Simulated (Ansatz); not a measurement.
Subject: the energy of the reaction as written. Reaction: 1/4 cell B + 3/8 N2 (gas) → cell A. Negative: the products are lower in energy.

Cell A: a slab of W (bcc, Im-3m) cut along (110), 6 atoms, oblique cell of 3.18 × 2.76 Å (7.2 Å²), symmetry Cm within 0.02 Å, 10.1 Å thick under 17 Å of vacuum, in-plane vectors held at the crystal's; planes from bottom to top: W × 5 | N, its two faces unlike (dipole correction applied); added, foreign or displaced atoms, above the top plane: N bound to 3 W at 1.98–1.99 Å; spin state with PBE: run without spin, k-point mesh 18×20×1.
```xyz
6
Lattice="3.1837 0.0000 0.0000 1.5919 2.2512 0.0000 0.0000 0.0000 26.5843" Properties=species:S:1:pos:R:3 pbc="T T T"
W     -0.0001     0.0283     8.1243
W      1.5918     0.0277    10.2974
W     -0.0001     0.0284    12.5527
W      1.5919     0.0205    14.8084
W     -0.0001    -0.0466    17.1350
N      1.5922     0.5045    18.1788
```

Cell B: a slab of W (bcc, Im-3m) cut along (110), 21 atoms, oblique cell of 6.37 × 5.51 Å (28.7 Å²), symmetry Cm within 0.02 Å, 10.0 Å thick under 17 Å of vacuum, in-plane vectors held at the crystal's; planes from bottom to top: W4 × 5 | N, its two faces unlike (dipole correction applied); added, foreign or displaced atoms, above the top plane: N bound to 3 W at 1.97–2.17 Å; spin state with PBE: run without spin, k-point mesh 9×10×1.
```yaml
crystal:
  lattice:
    - [6.36741, 0.00000, 0.00000]
    - [3.18370, 4.50244, 0.00000]
    - [0.00000, 0.00000, 26.58430]
  atoms:
    - { symbol: W, position: [0.99570, 0.01015, 0.30445] }
    - { symbol: W, position: [0.49416, 0.01020, 0.30445] }
    - { symbol: W, position: [0.99397, 0.51209, 0.30411] }
    - { symbol: W, position: [0.49585, 0.50830, 0.30417] }
    - { symbol: W, position: [0.74481, 0.51023, 0.38619] }
    - { symbol: W, position: [0.24500, 0.51017, 0.38618] }
    - { symbol: W, position: [0.74503, 0.00995, 0.38601] }
    - { symbol: W, position: [0.24463, 0.01075, 0.38556] }
    - { symbol: W, position: [0.99421, 0.00985, 0.47109] }
    - { symbol: W, position: [0.49585, 0.01000, 0.47109] }
    - { symbol: W, position: [0.99626, 0.50749, 0.47071] }
    - { symbol: W, position: [0.49370, 0.51263, 0.47068] }
    - { symbol: W, position: [0.74383, 0.51044, 0.55658] }
    - { symbol: W, position: [0.24577, 0.51043, 0.55661] }
    - { symbol: W, position: [0.74334, 0.01325, 0.55422] }
    - { symbol: W, position: [0.24481, 0.01035, 0.55555] }
    - { symbol: W, position: [0.99664, 0.00866, 0.64043] }
    - { symbol: W, position: [0.49465, 0.00870, 0.64044] }
    - { symbol: W, position: [0.98446, 0.53105, 0.63586] }
    - { symbol: W, position: [0.50098, 0.49806, 0.63929] }
    - { symbol: N, position: [0.29383, 0.91225, 0.68129] }
```

Reference: an isolated N2 molecule (singlet) in a box of 11 × 11 × 13 Å.

All numbers come from Ansatz (a quantum-chemistry and plane-wave program), plane waves with PAW, its default PAW set, cutoff 420 eV, 500 eV for r2SCAN. The structures are at rest with PBE, within the held lattices; other levels are single points on them. Neutral cells; Fermi-Dirac smearing of at most 0.10 eV in the solids, energies taken to zero width. The lattices are those relaxed with PBE, so at other levels the solids can be strained, which adds to the spread. Larger cells are relaxed from a start prepared with the learned potential CHGNet till forces fall under 0.03 eV/Å, which some starts already meet. A dispersion term (D3(BJ), or D4 for r2SCAN) was computed beside these levels and is taken off wherever the name lacks it. The PAW files were made for PBE and serve at the other functionals too. Space groups of crystals are read within 0.01 Å. Nuclei at rest; no vibrational terms. No structure search was made; lower ones may exist. Spin-orbit coupling is left out. The d electrons get no Hubbard U. No correction for cell size. Cell A has symmetry Cm within 0.02 Å and got no random move, so less symmetric positions, which may lie lower, weren't tried. Cell B has symmetry Cm within 0.02 Å and got no random move, so less symmetric positions, which may lie lower, weren't tried.

What value does r2SCAN give?

-0.55 eV, for 1/4 cell B + 3/8 N2 (gas) → cell A.

How does the value move with the functional?


```json
[
 {"Method": "PBE", "value (eV)": "-0.42", "less r2SCAN": "0.13"}
]
```

The levels shown span 0.13 eV, from r2SCAN (-0.55) to PBE (-0.42).
